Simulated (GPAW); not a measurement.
Sensitivity of a calculation on NiSb (P6_3/mmc, 4 atoms in the cell) to its settings

```xyz
4
Lattice="3.9690 0.0000 0.0000 -1.9845 3.4372 0.0000 0.0000 0.0000 5.1674" Properties=species:S:1:pos:R:3 pbc="T T T"
Ni     0.0000     0.0000     0.0000
Ni     0.0000     0.0000     2.5837
Sb     0.0000     2.2915     1.2918
Sb     1.9845     1.1457     3.8755
```

Base run A: PBE, GPAW PAW datasets PBE (gpaw-data 1.0.1) (GPAW), self-consistent single point.

Its settings: mode = pw; ecut = 800 eV; xc = PBE; kpts = 5 5 4; mesh shift (steps) = 0 0 0; occupations.name = methfessel-paxton; occupations.width = 0.2 eV; occupations.order = 0; nbands = -12; symmetry.symmorphic = false; symmetry.tolerance = 0.0005; maxiter = 150.

The starting cell comes from a database of computed structures (which also holds hypothetical and non-ambient phases and stackings), without a prior relaxation at this level. Its lattice was rescaled by a random factor within 2.5 % of one. Spin polarisation is off.

ΔF is the free energy per atom less that of run A. A dash stands where there is no value to compare (another energy zero or no entropy term, no result, no spin, no clean gap, or a mesh too coarse for one). Total energies depend on the potentials, the functional and any Hubbard or dispersion term, so they are compared only between runs that share all of them.

Runs:
- B: kpts: 5 5 4 → 9 9 6; occupations.width: 0.2 eV → 0.03 eV
- C: ecut: 800 eV → 640 eV
- D: occupations.width: 0.2 eV → 0.3 eV
- E: xc: PBE → revPBE; potentials: GPAW PAW datasets revPBE (gpaw-data 1.0.1) [revPBE]
- F: kpts: 5 5 4 → 4 4 3
- G: symmetry.symmorphic: false → default; symmetry.tolerance: 0.0005 → default; symmetry: default → off
- H: eigensolver: default → {name: cg, niter: 2}
- I: convergence.density: default → 0.001 e/electron; convergence.energy: default → 0.005 eV/electron; convergence.eigenstates: default → 4e-06
- J: maxiter: 150 → default
- K: h: default → 0.15 Å

| run | ΔF (meV/atom) | pressure (GPa) | k-points |
|---|---|---|---|
| A | 0.00 | 0.27 | 15 |
| B | -1.96 | -0.14 | 48 |
| C | 0.24 | 0.26 | 15 |
| D | -8.3 | 0.36 | 15 |
| E | – | 2.39 | 15 |
| F | -10.4 | -0.07 | 8 |
| G | 0.01 | 0.26 | 100 |
| H | 0.00 | 0.29 | 15 |
| I | 0.00 | 0.20 | 15 |
| J | 0.00 | 0.27 | 15 |
| K | 0.00 | 0.27 | 15 |

Run D against A: The free energy goes down by 8.3 meV/atom and the pressure moves little (0.27 to 0.36 GPa).

Run B against A: The free energy falls by 2.0 meV/atom and the pressure goes from 0.27 to -0.14 GPa.

Run E against A: The pressure goes from 0.27 to 2.39 GPa.
